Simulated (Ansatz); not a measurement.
CsCl-type NiAl was calculated with r²SCAN+rVV10 (plane waves, PAW; Ansatz, a quantum-chemistry and plane-wave program).

Input:

Ansatz 0.2 input:
```yaml
crystal:
  lattice:
    - [2.8569851767, 0.0, 0.0]
    - [0.0, 2.8569851767, 0.0]
    - [0.0, 0.0, 2.8569851767]
  atoms:
    - { symbol: Al, position: [0.5, 0.5, 0.5] }
    - { symbol: Ni, position: [0.0, 0.0, 0.0] }
basis:
  ecutwfc: 560
  ecutrho_ratio: 4
  xc_grid: 3
kpoints:
  mp_grid: { grid: [20, 20, 20] }
hamiltonian:
  xc: r2scan
  dispersion: rvv10
  pseudopotentials: { kind: paw }
scf:
  occupations: { method: fermi_dirac, width: 0.05 }
  convergence: { dr2_threshold: 0.0000000002 }
output:
  forces: true
  stress: true
  eigenvalues: true
```

Output (set-up and result lines):

```
Crystal: 2 atoms, lattice volume = 23.320 Å³
Basis set: ecut = 560 eV, 739 PW (Γ), exchange–correlation on 72×72×72 points (27 copies of the dense FFT grid, shifted against one another)
Bands: 15, of which v1, the nominal top of the filled ones, is band 11 counted from 1 (10 counted from 0)
Symmetry: 48 space group operations
Space group: Pm-3m (ITA 221), of the structure as read, at distance tolerance 2.9e-5 Å
k-points: 286 of 8000
Functional: x = r2scan, c = r2scan + rvv10(b = 11.95, C = 0.0093); τ floored in thin density (d = 2e-4 eV/Å³)
SCF iter   1: F=—  HF=-6385.599176 eV  |F-HF|=—  |Δ(HF+E_count)|=         —  Δρ=2.11e-2  dr2=8.16e-2  dr2_τ=5.93e-2
SCF iter   2: F=—  HF=-6385.663041 eV  |F-HF|=—  |Δ(HF+E_count)|=   6.39e-2  Δρ=1.28e-2  dr2=1.76e-2  dr2_τ=4.86e-4
  ...
SCF iter   9: F=—  HF=-6385.656892 eV  |F-HF|=—  |Δ(HF+E_count)|=   2.85e-9  Δρ=1.76e-6  dr2=3.45e-10  dr2_τ=1.32e-11
SCF iter  10: F=-6385.656892 eV  HF=-6385.656892 eV  |F-HF|=1.82e-12  |Δ(HF+E_count)|=  5.09e-11  Δρ=1.39e-7  dr2=2.49e-12  dr2_τ=1.72e-13
SCF 1 converged in 10 iterations: F = -6385.656892 eV  dr2 = 2.49e-12
SCF converged after 10 iterations
Free energy (F): -6385.656892 eV
Internal energy: -6385.649735 eV  (E = F + TS)
E sigma→0 (E₀):  -6385.653313 eV
Fermi energy:    14.255091 eV
--- Forces (eV/Å), atoms counted from 1 ---
  atom   1  Al    -0.00000000     0.00000000     0.00000000
  atom   2  Ni    -0.00000000    -0.00000000    -0.00000000
--- Stress (GPa, compression-positive) ---
        0.002962       0.000000       0.000000
        0.000000       0.002962       0.000000
        0.000000       0.000000       0.002962
  P = ⅓ Tr σ = 0.0030 GPa (0.030 kbar)
```

The PAW data were made under PBE.

Cost on a shared machine: very roughly 17 core-seconds.
